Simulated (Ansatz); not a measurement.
## Hypothetical rock salt YSi under a change: uniaxial strain ε_xx = −0.16 %

Base system: YSi in the rock salt structure (space group Fm-3m, No. 225; a = 5.8344 Å; a hypothetical phase, not in the database extracts checked). Axes: x, y, z lie along the cube axes.

It is then changed as follows: uniaxial strain ε_xx = −0.16 %, all other strain components held at zero, atoms relaxed at fixed cell.

Calculations: r2SCAN in Ansatz (plane waves to 500 eV, PAW, no spin-orbit coupling). Γ-centred 14×14×14 mesh, Fermi–Dirac width 0.05 eV.

The volume per atom drops by 0.04 Å³, from 24.83 Å³ to 24.79 Å³ and the space group changes from Fm-3m (No. 225) to I4/mmm (No. 139). The energy hardly moves and the pressure (mean of the normal stresses, compression positive) is nearly the same (0.0 GPa against 0.1 GPa). The band gap is still zero and the stress (xx, yy, zz, yz, xz, xy; compression positive) amounts to (0.3, 0.0, 0.0, 0.0, 0.0, 0.0) GPa (rough).

Cost of the whole job for the changed cell (relaxation, final SCF and bands): very roughly 60 core-seconds.

Without a gap, meshes like the base's 14×14×14 leave anisotropic stresses uncertain by several tenths of a GPa, and small strain energies with them. Whether these cells are dynamically stable was not tested. All final runs are without spin polarisation. An odd electron count without spin: YSi. YSi has a high density of states at the Fermi level and may be magnetic at this level.

Ansatz is a quantum-chemistry and plane-wave program.
